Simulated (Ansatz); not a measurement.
# MgH2 under a change: isotropic strain +2.02 %

Start from MgH$_{2}$ in the rutile structure (space group P4_2/mnm, No. 136; a = 4.476 Å, c = 3.008 Å).

The change: the cell is scaled by 1.0202 in all directions; the atoms relax in the strained cell.

Calculations: PBEsol, PAW, 420 eV (Ansatz, a first-principles code; no spin-orbit coupling). Γ-centred 8×8×11 mesh, Fermi–Dirac width 0.05 eV.

* **Volume per atom**: 10.67 Å³ (base 10.04 Å³)
* **Space group**: P4_2/mnm (No. 136) (base P4_2/mnm (No. 136))
* **Shortest interatomic distance**: 1.970 Å (base 1.928 Å)
* **Energy relative to the base (free energy F)**: +5.8 meV/atom
* **Pressure (mean of the normal stresses, compression positive)**: -28.4 kbar (base 0.0 kbar)
* **Band gap**: 3.38 eV (an upper bound: an edge found on the path is not a true extremum; both cells) (base 3.48 eV)

Final structure:

```
CELL_PARAMETERS angstrom
      4.56666     0.00000     0.00000
      0.00000     4.56666     0.00000
      0.00000     0.00000     3.06870
ATOMIC_POSITIONS crystal
  Mg 0.00000 0.00000 0.00000
  Mg 0.50000 0.50000 0.50000
  H  0.30504 0.30504 0.00000
  H  0.80504 0.19496 0.50000
  H  0.19496 0.80504 0.50000
  H  0.69496 0.69496 0.00000
```

Cost of the whole job for the changed cell (relaxation, final SCF and bands): about 30 core-seconds (a rough figure).

Whether these cells are dynamically stable was not tested.
